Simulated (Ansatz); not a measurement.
SrMoO3: pressure series

The reference is SrMoO$_{3}$ in the cubic perovskite structure (space group Pm-3m, No. 221; a = 3.950 Å; a cell from a computed database, its experimental status unchecked).

Cell and atoms are relaxed at each pressure.

Computed with DFT with PBEsol, PAW potentials and a 420 eV plane-wave cutoff in Ansatz (a program for electronic structure), without spin-orbit coupling.

Two rows of this table had their results exchanged by mistake.

| pressure | volume per atom (Å³) | shortest distance (Å) | band gap |
|---|---|---|---|
| pressure −2 GPa | 12.45 | 1.982 | zero |
| pressure −1 GPa | 12.04 | 1.960 | zero |
| pressure 0.3 GPa | 12.31 | 1.974 | zero |
| pressure 0.7 GPa | 12.29 | 1.973 | zero |
| pressure 1.5 GPa | 12.24 | 1.970 | zero |
| pressure 3 GPa | 12.15 | 1.966 | zero |
| pressure 5 GPa | 12.39 | 1.978 | zero |
| pressure 7.5 GPa | 11.91 | 1.953 | zero |
| pressure 10 GPa | 11.79 | 1.946 | zero |

### Question
Which two?

### Answer
The rows for pressure −1 GPa and pressure 5 GPa: the volume has to fall steadily with pressure, so 12.39 Å³ belongs to pressure −1 GPa and 12.04 Å³ to pressure 5 GPa.

Load acts through the strain it causes; cell and atoms are relaxed under it. No phonon test of stability was made. No other phases were tried under pressure. No Hubbard U is applied, and correlation can decide whether such a compound is a metal. All final runs are without spin polarisation. Many cubic perovskites are stable only at high temperature; tilts and polar distortions were not tested.
